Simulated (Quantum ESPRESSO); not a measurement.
# How far to go with the plane-wave cutoff: InSb (R3m, 2 atoms in the cell)

```xyz
2
Lattice="0.0000 3.2303 3.2303 3.2303 0.0000 3.2303 3.2303 3.2303 0.0000" Properties=species:S:1:pos:R:3 pbc="T T T"
In     0.0289     0.0289     0.0289
Sb     1.6151     1.6151     1.6151
```

Level of theory: LDA (PW92), PseudoDojo standard norm-conserving (LDA) pseudopotentials (plane waves; Quantum ESPRESSO).

Base settings: ecutwfc = 85 Ry; occupations = smearing; smearing = fd; degauss = 0.000734986 Ry; potentials = {In: In.upf, Sb: Sb.upf}; K_POINTS = automatic 3 3 3 0 0 0; conv_thr = 1e-10 Ry.

The second cell is the first with its lattice scaled by 0.98.

The mesh stays at the base's, so the ladder's end is converged at best in this setting alone.

Only quantities that move along the ladder and can be compared are tabulated.

The count of work is k-points × plane waves × bands × iterations; it is no time. 

The starting cell has typed, rounded lattice constants, without a prior relaxation at this level. Its lattice was rescaled by up to half a per cent. One atom was moved a little off its site on purpose. The run gives no clean gap (levels at the Fermi energy touch, overlap or are partly filled at this smearing), which alone does not show that the compound is a metal. Without a gap this mesh is coarse (it stands for a supercell whose shortest vector is 14 Å).

```csv
ecutwfc,free energy less the last step's (meV/atom),energy of the compressed cell less the first (meV/atom),pressure (GPa),largest difference of a force vector from the last step's (eV/Å),count of work / last
30 Ry,54872.55,749.74,-676.33,0.027,0.063
34 Ry,32809.74,-347.05,-494.91,0.080,0.076
38 Ry,18067.59,70.52,-332.23,0.023,0.081
42 Ry,9405.31,304.68,-207.83,0.026,0.095
47 Ry,3993.67,84.21,-108.01,0.005,0.11
51 Ry,1887.77,40.75,-59.18,0.011,0.14
59 Ry,329.94,48.63,-13.06,0.001,0.16
68 Ry,34.19,34.50,-0.72,0.000,0.19
76 Ry,2.64,37.34,1.17,0.000,0.23
85 Ry,0.37,37.23,1.38,0.000,0.30
94 Ry,0.32,37.23,1.38,0.000,0.31
102 Ry,0.21,37.24,1.38,0.000,0.35
115 Ry,0.12,37.24,1.38,0.000,0.42
128 Ry,0.10,37.24,1.38,0.000,0.55
149 Ry,0.04,37.24,1.38,0.000,0.62
170 Ry,0.02,37.24,1.38,0.000,0.76
204 Ry,0.00,37.24,1.38,0.000,1.0
```

Coarsest ecutwfc that holds the pressure within 1 GPa of the last step, with all finer ones: 76 Ry, at 0.23 of the last step's count of work; the step before is off by 2.1 GPa.

Coarsest ecutwfc that holds the free energy within 0.5 meV/atom of the last step, with all finer ones: 85 Ry, at 0.30 of the last step's count of work; the step before is off by 2.6 meV/atom.

Coarsest ecutwfc that holds the energy of the compressed cell less the first within 2 meV/atom of the last step, with all finer ones: 76 Ry, at 0.23 of the last step's count of work; the step before is off by 2.7 meV/atom.

The energy difference between the two cells stays within 1 meV/atom of the last step's from 76 Ry on, the total only from 85 Ry on: much of the error is common to both cells and cancels.

At the lowest cutoff the pressure lies 678 GPa under the last step's, the usual sign of Pulay stress in an incomplete plane-wave basis.
